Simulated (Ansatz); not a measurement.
Take Rh in the fcc (Cu type) structure (space group Fm-3m, No. 225; a = 3.782 Å; relaxed with 0.1 eV smearing) as the base. Axes: x, y, z lie along the cube axes.

Method: Ansatz (an electronic-structure program), PBEsol, PAW, cutoff 420 eV, no SOC.

Strains are applied to the cell and any free atomic positions relax; under biaxial strain the out-of-plane vector relaxes too.

One change was made to it. Results:

The volume per atom shrinks by 0.37 Å³ (13.52 Å³ → 13.15 Å³); the energy grows by 28 meV/atom.

### Question
Which change produced these results?
A. biaxial strain −2.00 %, plane normal [001], relaxed out of plane
B. biaxial strain −3.00 %, plane normal [001], relaxed out of plane
C. biaxial strain −2.50 %, plane normal [001], relaxed out of plane
D. biaxial strain −1.50 %, plane normal [001], relaxed out of plane
E. biaxial strain −1.00 %, plane normal [001], relaxed out of plane

### Answer
C, biaxial strain −2.50 %, plane normal [001], relaxed out of plane. For comparison, the energy relative to the base in the other runs: biaxial strain −2.00 %, plane normal [001], relaxed out of plane gives +18 meV/atom; biaxial strain −3.00 %, plane normal [001], relaxed out of plane gives +41 meV/atom; biaxial strain −1.00 %, plane normal [001], relaxed out of plane gives +4.3 meV/atom; biaxial strain −1.50 %, plane normal [001], relaxed out of plane gives +9.8 meV/atom.

Stability against distortions was not tested. The final runs are not spin-polarised.
